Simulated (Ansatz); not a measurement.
# YN: pressure series

The reference is YN in the rock salt structure (space group Fm-3m, No. 225).

```
YN
1.0
    0.00000     2.42808     2.42808
    2.42808     0.00000     2.42808
    2.42808     2.42808     0.00000
Y N
1 1
Cartesian
  0.00000   0.00000   0.00000
  2.42808   2.42808   2.42808
```

Cell and atoms are relaxed at each pressure.

The values are results of PBEsol, PAW, 420 eV (Ansatz, a program for electronic structure; spin-orbit coupling left out), not measurements.

```json
[
 {"pressure (GPa)": "-2", "volume per atom (Å³/atom)": "14.487"},
 {"pressure (GPa)": "-1", "volume per atom (Å³/atom)": "14.399"},
 {"pressure (GPa)": "0", "volume per atom (Å³/atom)": "14.315"},
 {"pressure (GPa)": "3", "volume per atom (Å³/atom)": "14.075"},
 {"pressure (GPa)": "5", "volume per atom (Å³/atom)": "13.926"},
 {"pressure (GPa)": "7.5", "volume per atom (Å³/atom)": "?"},
 {"pressure (GPa)": "10", "volume per atom (Å³/atom)": "13.585"}
]
```

### Question
Fit the third-order Birch–Murnaghan form P(V) = (3B₀/2)[(V₀/V)^(7/3) − (V₀/V)^(5/3)]·[1 + (3/4)(B₀′ − 4)((V₀/V)^(2/3) − 1)] (squares taken in P) to the rows shown and predict the withheld row.

### Answer
Least squares on the printed values gives V₀ = 14.315 Å³/atom, B₀ = 172 GPa, B₀′ = 4.1; this predicts 13.750 Å³/atom, and the run gives 13.750 Å³/atom, in agreement.

A case with no gap was solved on a k-mesh chosen for an insulator, which is coarse for it. Load acts through the strain it causes; cell and atoms are relaxed under it. Stability against distortions was not tested. Competing high-pressure phases were not computed. The base started in P3_121 and relaxed to Fm-3m at this level. The final runs are not spin-polarised.
